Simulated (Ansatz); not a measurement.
TiAl3 (I4/mmm, No. 139)

Computed with HSE06 (Ansatz, an electronic-structure program, PAW).

Run with plane-wave cutoff 460 eV, 10×10×10 k mesh, Fermi–Dirac smearing 0.05 eV, no spin polarisation, scalar-relativistic PAW data made under PBE.

Cell (relaxed at this level):

```cif
data_Al6Ti2
_chemical_formula_sum 'Ti2 Al6'
_space_group_name_H-M_alt 'I4/mmm'
_space_group_IT_number 139
_space_group_name_Hall '-I 4 2'
_cell_length_a 3.81867
_cell_length_b 3.81867
_cell_length_c 8.59203
_cell_angle_alpha 90.000
_cell_angle_beta 90.000
_cell_angle_gamma 90.000
loop_
_atom_site_label
_atom_site_type_symbol
_atom_site_symmetry_multiplicity
_atom_site_Wyckoff_symbol
_atom_site_fract_x
_atom_site_fract_y
_atom_site_fract_z
_atom_site_occupancy
Ti1 Ti 2 a 0.00000 0.00000 0.00000 1
Al1 Al 2 b 0.00000 0.00000 0.50000 1
Al2 Al 4 d 0.00000 0.50000 0.25000 1
```
(The calculation used a cell of 4 atoms; values per cell refer to that cell.)

| Item | Result |
|---|---|
| lattice parameter a | 3.819 Å |
| lattice parameter c | 8.592 Å |

Note: the run has no spin polarisation, so it can have missed a magnetic state.

The computed numbers hold no vibrational or temperature effects.

The result took roughly 110 core-minutes.
